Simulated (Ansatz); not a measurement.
Functionals compared on a constructed model of the (111) surface of fcc Al, a pseudomorphic layer of Mg in the host's stacking (bottom of the slab: a bare face, its two planes held), in Ansatz (plane waves, PAW). The structure was relaxed with PBE; the other rows are single points on it. Cutoff 420 eV (500 eV for r2SCAN).

Set-up: 7 atoms, 13.9 Å thick at the start with caps and adatoms (thin: gaps and levels are the slab's own); mesh 15x15x1; 0.1 eV smearing; dipole correction on; 2 atoms held, the rest relaxed; start symmetry kept, larger cells not searched; no spin, no spin-orbit, no U. In PBE it is, or lies within 0.01 eV a 1x1 cell of, the lowest of the 2 structures of its composition computed so far; subsurface sites and larger cells were not tried. These notes are the PBE run's.

```json
[
 {"functional": "PBE", "work function of the top face (eV)": "3.65", "rough cost of the single point": "–"},
 {"functional": "RPBE", "work function of the top face (eV)": "…", "rough cost of the single point": "roughly 6 core-seconds"},
 {"functional": "r2SCAN", "work function of the top face (eV)": "3.72", "rough cost of the single point": "very roughly 12 core-seconds"}
]
```

Q: Fill in the missing entries.

A: 
- RPBE, work function of the top face (eV): 3.58

Ansatz is a program for electronic structure.
